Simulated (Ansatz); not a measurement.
Consider this model of amorphous silicon oxynitride (Si$_{30}$N$_{34}$O$_{9}$).

```xyz
73
Lattice="9.4329 0.0000 0.0000 0.0000 9.4329 0.0000 0.0000 0.0000 9.4329" Properties=species:S:1:pos:R:3 pbc="T T T"
Si     5.5278     3.6219     1.6363
Si     1.1937     8.4272     7.4243
Si     8.2589     2.1531     1.3935
Si     3.4562     6.1981     7.1320
Si     0.1058     4.2120     5.4716
Si     8.1735     0.1309     3.4250
Si     4.2331     8.0457     2.5145
Si     1.5515     8.0026     1.0133
Si     1.3146     3.8657     1.3036
Si     4.7641     1.3748     9.1019
Si     5.4611     6.2674     0.1436
Si     9.1469     6.4216     3.1798
Si     8.0130     8.2369     5.5470
Si     2.0793     6.0812     3.2809
Si     0.9615     0.8480     5.4006
Si     0.0643     1.9976     7.5293
Si     3.2493     8.3283     5.2862
Si     5.6517     8.1997     7.3206
Si     5.2366     4.8966     4.8745
Si     2.0513     1.1790     9.3044
Si     7.3744     5.6731     7.2056
Si     6.9683     2.9671     5.7818
Si     3.5422     3.8811     8.9384
Si     5.5829     0.4541     4.8771
Si     8.0044     4.9698     0.7172
Si     6.6816     6.7388     2.9170
Si     4.2877     1.8914     2.8708
Si     1.2147     1.3562     2.5603
Si     7.3433     1.2322     8.3079
Si     0.8689     5.6364     8.3565
N      7.1302     7.3918     6.7546
N      0.0702     8.8546     6.1596
N      7.9221     5.8203     2.1866
N      7.1882     3.5018     1.1377
N      2.5581     5.1074     8.1218
N      0.3104     2.7531     2.1006
N      3.2417     7.3327     3.8161
N      2.4493     7.5046     6.5843
N      4.6993     0.2260     3.3695
N      0.2420     4.7964     0.2916
N      9.1305     5.1989     6.9932
N      5.6105     7.2953     1.6504
N      7.8164     2.0302     6.9312
N      5.9936     0.2586     8.4127
N      7.6025     0.7812     2.0475
N      4.8688     2.0527     1.2433
N      7.2441     0.1922     4.8914
N      0.8621     2.6381     6.0893
N      4.6834     4.7489     0.5405
N      2.2666     2.8922     0.1941
N      1.0025     7.0616     2.3136
N      1.3569     0.3054     1.1891
N      5.8104     6.2421     4.1737
N      4.8104     8.7818     5.9454
N      7.0789     5.7965     8.9509
N      5.0132     3.5145     3.3518
N      8.1290     7.6881     3.8108
N      0.3429     0.6545     3.8276
N      0.7161     5.4469     4.2894
N      8.6981     1.7220     9.1639
N      4.7504     6.9426     8.1125
N      0.9670     7.4067     8.8346
N      6.3583     4.5050     6.2844
N      1.2592     0.7215     7.8441
O      3.8715     5.2883     5.7919
O      3.4785     0.4253     8.9976
O      5.6171     2.0493     5.3977
O      2.5149     0.3726     5.2626
O      2.3558     4.7836     2.2493
O      2.6577     1.9662     3.0411
O      3.1985     7.8697     1.2255
O      4.4941     2.7287     8.1529
O      8.1797     3.5385     4.7664
```

All values below come from PBE, scalar-relativistic without spin-orbit coupling (plane waves to 420 eV, PAW; Ansatz, an electronic-structure program).

It comes from a melt-quench run on a machine-learned potential (CHGNet), relaxed afterwards by DFT. O and N atoms were pushed apart under 1.9 Å during the dynamics, to hinder bonds among them. The hot cell started wider than the set density and was brought back towards it in steps. It is the lowest in DFT energy of 2 quenches. It is a model cell: composition and starting density were chosen by hand, and all elements were melted together. No dispersion term was used. Its density started from a set value of 2.89 and ended at 2.89 g/cm³. Cooling (nominally 450 K/ps over its main leg) ran many orders faster than in experiment, which tends to leave more defects and strain. Values belong to this one cell and scatter from quench to quench. The volume was held where the preparation left it, at a PBE pressure of -0.9 GPa (tension). Stress components on the final sampling reach 7.2 GPa. Cycles of charging lowered its energy after that relaxation.

Bonds are counted up to Si-Si 2.60 Å, Si-N 2.18 Å, Si-O 1.92 Å, N-N 1.70 Å, N-O 1.64 Å, O-O 1.58 Å. Two cations that share two anions don't count as bonded, nor two that share one unless they lie closer than Si-Si 2.38 Å.

Question: Give the coordination numbers, mean bond lengths and angles.

Answer: 
```yaml
Mean coordination of Si by anions: 3.97 (1 with 3, 29 with 4)
Mean coordination of N: 2.97 (2 with 2, 31 with 3, 1 with 4)
Mean coordination of O: 2.00 (9 with 2)
Mean Si-N bond: 1.763 Å (spread 0.068 Å, 101 counted)
Mean Si-O bond: 1.663 Å (spread 0.023 Å, 18 counted)
Bond angle at Si: mean 109.6°, spread 11.0°
Bond angle at N: mean 118.1°, spread 14.7°
Bond angle at O: mean 128.6°, spread 10.9°
```

Question: Which atoms depart from the most common coordination of their element?

Answer: Si29 has 3 (N43 1.66 Å, N44 1.67 Å, N60 1.68 Å); N45 has 2 (Si6 1.63 Å, Si3 1.66 Å); N53 has 2 (Si26 1.61 Å, Si19 1.62 Å); N57 has 4 (Si12 1.74 Å, Si13 1.82 Å, Si6 1.92 Å, Si26 1.95 Å).

Question: List the pairs of like atoms that count as bonded by the rules above.

Answer: There are none by these rules.
